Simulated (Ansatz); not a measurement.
Cost and result by functional for the adsorption energy of NH3 on the 1x1 (110) surface of zinc-blende InP (cut with top plane In + P), one in a 2x1 cell, started at the site 'top P', in Ansatz (plane waves, PAW). Single points on the PBE structure, on one kind of machine; costs are rough ratios of the slab run's core time (references not counted) to the cheapest single point. r2SCAN's cost holds its higher cutoff (500 against 420 eV). Differences are taken against HSE06 for comparison alone: no measured value is at hand, so the table doesn't rank accuracy. HSE06 ran on a coarser k-mesh, which lowers its cost and may carry part of its shift.

Host crystal: zinc-blende InP, with a band gap (PBE, scalar-relativistic without spin-orbit coupling).

Set-up: 24 atoms, 8.9 Å thick at the start under the adsorbate (thin: gaps and levels are the slab's own); mesh 3x4x1; 0.01 eV smearing; dipole correction on; 8 atoms held, the rest relaxed; no symmetry held; no spin, no spin-orbit, no U, no dispersion correction. At the end it is bonded to In. In PBE it is, or lies within 0.03 eV of, the lowest of the starts that converged. These notes are the PBE run's. Adsorption energies are against NH3(g). A negative adsorption energy means that the adsorbate is more stable on the surface than in its reference.

```json
[
 {"functional": "RPBE", "relative cost": "1", "adsorption energy (eV)": "-0.69", "less HSE06 (eV)": "0.29"},
 {"functional": "r2SCAN", "relative cost": "2", "adsorption energy (eV)": "-1.10", "less HSE06 (eV)": "-0.11"},
 {"functional": "HSE06", "relative cost": "20", "adsorption energy (eV)": "-0.99", "less HSE06 (eV)": "0.00"},
 {"functional": "PBE (the relaxed run's value)", "relative cost": "–", "adsorption energy (eV)": "-0.91", "less HSE06 (eV)": "0.07"}
]
```

The values span 0.41 eV, while the single points' costs differ by a factor of roughly 20. Differences are of unrounded values.

Ansatz is a quantum-chemistry and plane-wave program.
